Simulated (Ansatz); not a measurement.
Band structure of Cl2 (Cmce, 4 atoms in the cell).

```xyz
4
Lattice="3.2642 -2.0575 0.0000 3.2642 2.0575 0.0000 0.0000 0.0000 8.4024" Properties=species:S:1:pos:R:3 pbc="T T T"
Cl     3.2642    -1.5862     5.0814
Cl     3.2642     1.5862     3.3210
Cl     3.2642    -0.4712     0.8802
Cl     3.2642     0.4712     7.5222
```

Computed with PBE (plane waves, PAW; Ansatz, a first-principles code).

Settings: basis.ecutwfc = 420 eV; kpoints.mp_grid.grid = 9 9 4; hamiltonian.xc = pbe; hamiltonian.pseudopotentials = {kind: paw} (the program's default PAW files); scf.occupations.method = fermi_dirac; scf.occupations.width = 0.02 eV; kpoints.band_path.npoints = 8.

The starting cell comes from a database of computed structures (which also holds hypothetical and non-ambient phases and stackings), without a prior relaxation at this level.

**Question.** Predict the gap along the standard path and the places of the band edges.

**Answer.** The gap along the path is 2.26 eV, direct at Γ to within 0.01 eV.

Levels in eV from the top of the valence band on the path, bands 11 to 17:
| point | 11 | 12 | 13 | 14 | 15 | 16 | 17 |
|---|---|---|---|---|---|---|---|
| Γ | -0.81 | -0.35 | -0.13 | 0.00 | 2.26 | 3.28 | 6.68 |
| X | -1.06 | -0.79 | -0.43 | -0.23 | 2.69 | 3.02 | 8.70 |
| S | -0.83 | -0.83 | -0.27 | -0.27 | 2.98 | 2.98 | 7.93 |
| R | -0.61 | -0.61 | -0.12 | -0.12 | 2.72 | 2.72 | 8.16 |
| A | -0.63 | -0.63 | -0.44 | -0.44 | 2.76 | 2.76 | 9.41 |
| Z | -0.68 | -0.68 | -0.06 | -0.06 | 2.73 | 2.73 | 7.08 |
| Y | -1.32 | -1.01 | -0.40 | -0.26 | 2.39 | 3.09 | 8.13 |
| X1 | -1.06 | -0.79 | -0.43 | -0.23 | 2.69 | 3.02 | 8.70 |
| A1 | -0.63 | -0.63 | -0.44 | -0.44 | 2.76 | 2.76 | 9.41 |
| T | -0.79 | -0.79 | -0.77 | -0.77 | 2.71 | 2.71 | 8.74 |

Keys are those of Ansatz 0.2.
